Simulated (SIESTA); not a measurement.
## Parameter sweep on a (101) slab of HfGe (cut from a parent of space group no. 194; 8 atoms in the cell)

```xyz
8
Lattice="4.5507 0.0000 0.0000 2.2753 7.4672 0.0000 0.0000 0.0000 16.2907" Properties=species:S:1:pos:R:3 pbc="T T T"
Hf     6.4503     6.4816     6.6411
Hf     1.8997     3.7880     5.0000
Hf     4.1750     4.4017     9.9232
Hf     4.1750     1.7081     8.2821
Ge     4.1750     1.7479     5.2735
Ge     1.8997     3.7482     8.0086
Ge     4.1750     7.1351     8.5556
Ge     4.1750     1.6682    11.2907
```

Base run A: GGA PBE, numerical atomic orbitals DZP, PseudoDojo PBE standard norm-conserving potentials (rewritten from UPF to PSML) (SIESTA), self-consistent single point.

Its settings: XC.functional = GGA; XC.authors = PBE; potentials = PseudoDojo PBE standard; PAO.BasisSize = DZP; PAO.EnergyShift = 0.01 Ry; MeshCutoff = 300 Ry; kgrid.MonkhorstPack = 3 3 1; OccupationFunction = FD; ElectronicTemperature = 1160.45 K; MaxSCFIterations = 150; SCF.Mixer.Method = Pulay; SCF.Mixer.Weight = 0.1; SCF.Mixer.History = 8; SCF.DM.Tolerance = 1.0E-05.

The starting cell was generated: these elements placed on a structure prototype, without a prior relaxation; it need not be a known phase or ordering of this composition. The slab is cut from that crystal, and its faces are unrelaxed. Its lattice was rescaled in the plane by a random factor within 2.5 % of one. Spin polarisation is off, though cut faces can carry moments; the slab shows no gap. The two faces of this cut differ, and no dipole correction was used. Values carry the incompleteness of an atom-centred basis. In the base run, forces exceed 1 eV/Å. Without a gap this mesh is coarse (it stands for a supercell whose shortest in-plane vector is 14 Å).

ΔF is the free energy per atom less that of run A. 

Runs:
- B: OccupationFunction: FD → MP; ElectronicTemperature: 1160.45 K → 580.23 K; OccupationMPOrder: default → 0
- C: OccupationFunction: FD → MP; ElectronicTemperature: 1160.45 K → 2320.9 K; OccupationMPOrder: default → 0
- D: ElectronicTemperature: 1160.45 K → 580.23 K
- E: OccupationFunction: FD → MP; OccupationMPOrder: default → 1
- F: OccupationFunction: FD → MP; ElectronicTemperature: 1160.45 K → 2320.9 K; OccupationMPOrder: default → 1

```json
[
 {"run": "A", "ΔF (meV/atom)": "0.00", "largest force (eV/Å)": "2.747", "TS (meV/atom)": "45.1"},
 {"run": "B", "ΔF (meV/atom)": "24.6", "largest force (eV/Å)": "2.777", "TS (meV/atom)": "3.1"},
 {"run": "C", "ΔF (meV/atom)": "8.7", "largest force (eV/Å)": "2.762", "TS (meV/atom)": "28.7"},
 {"run": "D", "ΔF (meV/atom)": "18.0", "largest force (eV/Å)": "2.765", "TS (meV/atom)": "13.7"},
 {"run": "E", "ΔF (meV/atom)": "25.4", "largest force (eV/Å)": "2.769", "TS (meV/atom)": "1.8"},
 {"run": "F", "ΔF (meV/atom)": "23.2", "largest force (eV/Å)": "2.772", "TS (meV/atom)": "4.1"}
]
```

Run F against A: The free energy goes up by 23.2 meV/atom and the largest force goes from 2.747 to 2.772 eV/Å.

Run C against A: The free energy rises by 8.7 meV/atom and the largest force goes from 2.747 to 2.762 eV/Å.
